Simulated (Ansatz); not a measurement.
## Al2Cu (I4/mcm, No. 140)

All values below come from LDA in Ansatz (plane waves, PAW).

Numerical settings: plane-wave cutoff 520 eV, 14×14×14 k mesh, Fermi–Dirac smearing 0.05 eV, no spin polarisation, scalar-relativistic PAW data made under PBE.

Cell (relaxed at this level):

Al$_{2}$Cu is modelled in the tetragonal space group I4/mcm (No. 140), Pearson symbol tI12. Conventional cell: a = b = 5.939 Å, c = 4.776 Å, α = β = γ = 90.00°. Al on 8h sees 4 Cu at 2.533 Å and 1 Al at 2.677 Å and 2 Al at 2.832 Å and 8 Al at 3.047–3.159 Å. Cu on 4a is surrounded by 2 Cu at 2.388 Å and 8 Al at 2.533 Å. (Neighbours: up to the widest gap in distance over summed covalent radii, below 1.35, at either atom.)
(The calculation used a cell of 6 atoms; values per cell refer to that cell.)

| Property | Value |
|---|---|
| bulk modulus B0 | 115 GPa |
| band gap | none |
| pressure derivative B′ of the bulk modulus | 4.5 |

Note: the bulk modulus comes from volumes at which shape and atoms were relaxed.

Computed values are for the static lattice.

Computing time: about 20 core-minutes (a rough figure).

Ansatz is a first-principles code.
